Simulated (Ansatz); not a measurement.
Worked calculations on one periodic cell of amorphous Zr$_{20}$O$_{41}$Ba: Zr20O41Ba, 62 atoms, volume 815.3 Å³, made by a melt-quench on the CHGNet potential and relaxed with DFT. O atoms were pushed apart under 1.9 Å during the dynamics, to hinder bonds among them. It is a model cell: composition and starting density were chosen by hand, and all elements were melted together. Cycles of charging were run to anneal it. Computed with PBE, scalar-relativistic without spin-orbit coupling (plane waves to 420 eV, PAW; Ansatz, an electronic-structure program). Sampling: a 2×2×2 Γ-centred mesh; Fermi-Dirac width 0.02 eV; no spin polarisation. Its volume was relaxed, its shape was free, and it stands at a mean pressure of 0.0 GPa with stress components up to 0.1 GPa; the relaxation ran on the zone centre alone. Its density went from a set 5.35 to 5.33 g/cm³. The cell is small and was quenched far faster than a real film, so it is one sample of the glass.

Four energies for an added electron at PBE on the zone centre alone (charged cells in a uniform background, spin-polarised): neutral at the neutral geometry -112992.091 eV; charged at the neutral geometry -112979.533 eV; charged and relaxed -112979.866 eV; neutral at the charged geometry -112991.575 eV.

Q: Find the two relaxation energies and their sum, the reorganisation energy.

A: On charging: -112979.533 − (-112979.866) = 0.333 eV. On discharging: -112991.575 − (-112992.091) = 0.516 eV. The sum is 0.849 eV. The carrier's level spreads over 7 of the 62 atoms' worth, so it counts as partly localised, most on one Zr atom with neighbours O 2.03 Å, O 2.06 Å, O 2.10 Å, O 2.17 Å, O 2.25 Å, O 2.31 Å, O 2.41 Å (neutral geometry). The values are uncorrected: the image energy of a point charge in this cell, 2.84 × 14.40 / (2 × 9.3) = 2.2 eV before screening, is screened by electrons alone at the fixed geometry and by ions too after relaxing, and the carrier can be spread before it relaxes, so each term can be off by up to that value times 1/ε∞, some tenths of an eV. PBE's self-interaction favours spread-out carriers, so a hybrid can localise more.

Four energies for a hole at PBE on the zone centre alone (charged cells in a uniform background, spin-polarised): neutral at the neutral geometry -112992.091 eV; charged at the neutral geometry -113001.031 eV; charged and relaxed -113001.277 eV; neutral at the charged geometry -112991.127 eV.

Q: Find the two relaxation energies and their sum, the reorganisation energy.

A: On charging: -113001.031 − (-113001.277) = 0.246 eV. On discharging: -112991.127 − (-112992.091) = 0.964 eV. The sum is 1.210 eV. The carrier's level spreads over 3 of the 62 atoms' worth, so it counts as localised, most on one O atom with neighbours Zr 2.00 Å, Zr 2.16 Å, Zr 2.80 Å, Ba 2.86 Å (neutral geometry). The values are uncorrected: the image energy of a point charge in this cell, 2.84 × 14.40 / (2 × 9.3) = 2.2 eV before screening, is screened by electrons alone at the fixed geometry and by ions too after relaxing, and the carrier can be spread before it relaxes, so each term can be off by up to that value times 1/ε∞, some tenths of an eV. PBE's self-interaction favours spread-out carriers, so a hybrid can localise more.
